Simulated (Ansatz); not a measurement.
GaO (model structure, started from the beta GaS type, P6₃/mmc, No. 194, 8 atoms in the cell): properties by level of theory

```tsv
level (code)	equilibrium lattice constant a (Å)	c axis length (Å)	cohesive energy (eV/atom)	band gap (eV)
PBE (Ansatz)	3.104	13.951	4.31	1.22
PBEsol (Ansatz)	3.070	12.852	4.72	1.09
PBE-D3(BJ) (Ansatz)	3.101	12.688	4.49	0.95
r²SCAN+rVV10 (Ansatz)	3.077	12.356	4.59	1.46
```

Computed values are for a static lattice. Spin–orbit coupling is included only where a level's name says +SOC; with heavier elements it mostly lowers gaps and can invert bands.  Each level is taken at its own relaxed cell. Cutoffs differ between the levels. Ansatz's density-functional and Hartree–Fock values are scalar-relativistic unless marked +SOC, with PAW data made under PBE.

Ansatz's density-functional and Hartree–Fock values are scalar-relativistic unless marked +SOC, with PAW data made under PBE.

Free atoms are spin-polarised, in the lowest state found; at levels without +SOC their spin–orbit coupling is left out.

A model structure was made by putting elements into a prototype or built by hand; it is no filed structure, need not be a known phase, and can be a saddle point held by its symmetry.

Ansatz is a first-principles code.
